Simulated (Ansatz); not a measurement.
Take Sn in the diamond structure (space group Fd-3m, No. 227; a = 6.474 Å; relaxed with 0.1 eV smearing) as the base.

All numbers come from Ansatz (a quantum-chemistry and plane-wave program) LDA, scalar-relativistic without spin-orbit coupling.

For the base:

| Item | Value |
|---|---|
| Pressure | 0.0 GPa |
| Band gap | zero |

One thing is altered: the cell is scaled by 0.9800 in all directions, atoms relaxed at fixed cell.

Problem. Estimate the effect on the pressure, energy relative to the base and band gap.

Solution. The pressure goes from zero to 3.1 GPa; the energy increases by 18 meV/atom; the band gap remains zero.

The cells carry an imposed strain or load. Stability against distortions was not tested.
